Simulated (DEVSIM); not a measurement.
Structure: Cr/La2O3/p-In0.53Ga0.47As capacitor, at 300 K.

```
layer (left to right)        material  thickness (nm)  Na (cm⁻³)
---------------------  --------------  --------------  ---------
1                               La2O3            3.80          -
2                      In0.53Ga0.47As            1200     2.4e17
```

Metal gate on the left, work function 4.5 eV. Fixed charge at the semiconductor interface -2.1e11 cm⁻² (in units of +e); no interface traps.

The device is made up for the run: typed textbook-type constants, with dimensions and the other settings drawn at random. Values at 300 K; Nc and Nv go as T^1.5, mobilities as T to minus their exponent, the gap by Varshni's rule with the affinity fixed.

```tsv
parameter	La2O3	In0.53Ga0.47As
gap (eV)	5.8	0.74
affinity (eV)	1.8	4.51
permittivity	27	13.9
Nc (cm⁻³)	-	2.1e17
Nv (cm⁻³)	-	7.7e18
Varshni α (eV/K)	-	0.00035
Varshni β (K)	-	190
```

Model (solved in DEVSIM): 1D Poisson equation in equilibrium, Boltzmann statistics, complete ionisation; no quantum confinement or tunnelling. Metal contacts follow the ideal Schottky-Mott rule: no Fermi-level pinning, no interface dipoles.

Base results: flat-band voltage (V) -0.65; minimum of the low-frequency capacitance (μF/cm²) 0.209; capacitance of the dielectric stack (μF/cm²) 6.29.

**Question.** What follows from this one change: substrate doping 2.4e+17 → 4.8e+17 cm^-3?

**Answer.** flat-band voltage -0.65 → -0.67 V; minimum of the low-frequency capacitance 0.209 → 0.284 μF/cm²; capacitance of the dielectric stack little changed (6.29 μF/cm²).

**Question.** What follows from this one change: La2O3 thickness 0.0038 → 0.0015 μm?

**Answer.** flat-band voltage little changed (-0.66 V); minimum of the low-frequency capacitance 0.209 → 0.214 μF/cm²; capacitance of the dielectric stack 6.29 → 15.9 μF/cm².

**Question.** What follows from this one change: temperature 300 → 450 K?

**Answer.** flat-band voltage -0.65 → -0.54 V; minimum of the low-frequency capacitance 0.209 → 0.257 μF/cm²; capacitance of the dielectric stack little changed (6.29 μF/cm²).

**Question.** What follows from this one change: gate work function 4.5 → 4.35 eV?

**Answer.** flat-band voltage -0.65 → -0.80 V; minimum of the low-frequency capacitance little changed (0.209 μF/cm²); capacitance of the dielectric stack little changed (6.29 μF/cm²).

**Question.** What follows from this one change: interface trap density 0 → 1e+11 cm^-2 eV^-1?

**Answer.** flat-band voltage little changed (-0.66 V); minimum of the low-frequency capacitance 0.209 → 0.224 μF/cm²; capacitance of the dielectric stack little changed (6.29 μF/cm²).
